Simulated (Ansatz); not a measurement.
The starting structures come from a database of crystals and need not be the phases stable at ambient conditions.

Consider the following.

```xyz
10
Lattice="5.3790 0.0000 0.0000 -2.6895 4.6584 0.0000 2.6895 1.5528 4.7649" Properties=species:S:1:pos:R:3 pbc="T T T"
Zn     0.0000     3.1056     0.4592
Zn     5.3790     3.1056     4.3057
Sn     2.6895     4.6584     2.1436
Sn     2.6895     1.5528     2.6213
O      1.9092     2.9788     1.2179
O      3.4699     3.2324     3.5470
O     -0.8448     4.8224     1.2179
O      6.2238     1.3888     3.5470
O      4.3146     1.5156     1.2179
O      1.0644     4.6956     3.5470
```

Space group of this cell: R-3. The cell is taken as given; by LDA its mean pressure is -12.2 GPa.

Transport runs along the normal of the first two printed cell vectors, the (001) plane of the conventional cell.

No gap correction and no spin-orbit coupling; mid-gap values are interpolated between computed energies.

**Question.** Compute, with LDA in Ansatz (a program for electronic structure), the band gap and the smallest decay constant κ at mid-gap.

**Answer.** Gap 1.18 eV on a 8×8×8 mesh; κ = 0.128 1/Å, at the zone centre.
